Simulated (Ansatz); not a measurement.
Al vacancy + O on the N site + O on the N site + O on the N site (V_Al+O_N+O_N+O_N) in wurtzite AlN (start: the Al site; N 1.90 Å away; N 1.90 Å away; N 1.90 Å away; 96-site cell, 2×2×2 shifted sampling). These are PBE, PAW (plane waves to 420 eV; Ansatz, an electronic-structure program) values and carry that method's errors. Total energies of the localised charge states, counted from that of charge +1, and their image corrections (point charge with alignment); the host's valence-band maximum lies at 6.942 eV on the cells' energy zero and its gap is 4.03 eV.

| charge | moment (μB) | E − E(first) (eV) | correction (eV) |
|---|---|---|---|
| +1 | 1.0 | 0.000 | 0.001 |
| 0 | 0.0 | 7.488 | 0.000 |

**Question.** Derive the transition levels above the valence-band maximum and say which of them are thermodynamic.

**Answer.** A level is the Fermi energy at which two charges have equal formation energy: ε(q/q′) = [E(q′) + corr(q′) − E(q) − corr(q)] / (q − q′) − E_VBM.
ε(+1/0) = [(7.488 + 0.000) − (0.000 + 0.001)] / 1 − 6.942 = 0.54 eV
Thermodynamic levels at least 0.1 eV inside the gap: (+1/0) at 0.54 eV. They hold to tenths of an eV in this cell. Charges with a result: +1, 0, −1. Others weren't obtained, and one of them could lie lower, also by skipping a charge. At charge −1 the carrier sat in host band states, shallow at most. The geometries come from one start. Flagged in the runs: a host whose relaxation on this sampling wasn't shown to rest, a strain field that reaches the edge of the cell.
